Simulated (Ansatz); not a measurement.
**MgO: response to strain**

Start from MgO in the rock salt structure (space group Fm-3m, No. 225).

```
CELL_PARAMETERS angstrom
      0.00000     2.10221     2.10221
      2.10221     0.00000     2.10221
      2.10221     2.10221     0.00000
ATOMIC_POSITIONS crystal
  Mg 0.00000 0.00000 0.00000
  O  0.50000 0.50000 0.50000
```

Cartesian axes are those of the cell as printed.

Strains are applied to the cell and any free atomic positions relax; under biaxial strain the out-of-plane vector relaxes too.

Computed with Kohn–Sham DFT with the r2SCAN functional, run in Ansatz (a first-principles code) with PAW and 500 eV plane waves, without spin-orbit coupling.

Notes on the quantities. energy relative to the base: free energy F; pressure: mean of the normal stresses, compression positive.

```csv
change,volume per atom,band gap,energy relative to the base,pressure
base,9.29 Å³,5.68 eV,0 meV/atom,0.00 GPa
"biaxial strain +0.50 %, plane normal [001], relaxed out of plane",9.36 Å³,5.61 eV,+0.5 meV/atom,-1.12 GPa
"biaxial strain +1.00 %, plane normal [001], relaxed out of plane",9.42 Å³,5.53 eV,+1.9 meV/atom,-2.17 GPa
"biaxial strain +1.50 %, plane normal [001], relaxed out of plane",[?],[?],[?],[?]
"biaxial strain +2.00 %, plane normal [001], relaxed out of plane",9.55 Å³,5.37 eV,+7.5 meV/atom,-4.08 GPa
"biaxial strain +2.50 %, plane normal [001], relaxed out of plane",9.62 Å³,5.30 eV,+11 meV/atom,-4.95 GPa
"biaxial strain +3.00 %, plane normal [001], relaxed out of plane",9.69 Å³,5.22 eV,+16 meV/atom,-5.75 GPa
```

### Question
Complete the table.

### Answer

- biaxial strain +1.50 %, plane normal [001], relaxed out of plane, volume per atom: 9.49 Å³
- biaxial strain +1.50 %, plane normal [001], relaxed out of plane, band gap: 5.45 eV
- biaxial strain +1.50 %, plane normal [001], relaxed out of plane, energy relative to the base: +4.3 meV/atom
- biaxial strain +1.50 %, plane normal [001], relaxed out of plane, pressure: -3.16 GPa

Gaps are read on the SCF mesh and a high-symmetry path. No phonon test of stability was made.
